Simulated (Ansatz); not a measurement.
NaCl in the rock salt structure (space group Fm-3m, No. 225)

```
CELL_PARAMETERS angstrom
      0.00000     2.80073     2.80073
      2.80073     0.00000     2.80073
      2.80073     2.80073     0.00000
ATOMIC_POSITIONS crystal
  Na 0.00000 0.00000 0.00000
  Cl 0.50000 0.50000 0.50000
```

Level of theory: PBEsol in Ansatz (plane waves to 420 eV, PAW, no spin-orbit coupling). k-mesh 10×10×10 (Γ-centred); smearing 0.05 eV (Fermi–Dirac).

| Quantity | Result |
|---|---|
| Volume per atom | 21.97 Å³ |
| Density | 2.21 g/cm³ |
| Band gap | 5.01 eV, direct at Γ |
| Electron mass | 0.39 mₑ |
| Hole mass (degenerate bands, along [100]) | 0.60, 2.7, 2.7 mₑ |
| Lowest conduction-band minima above the VBM | Γ 5.01 eV |
| Total energy | -1270.143 eV/atom (σ→0; compares only within this code and set-up) |

Effective masses come from finite differences of ±0.01 Å⁻¹. Stability against distortions was not tested.

Ansatz is an electronic-structure program.
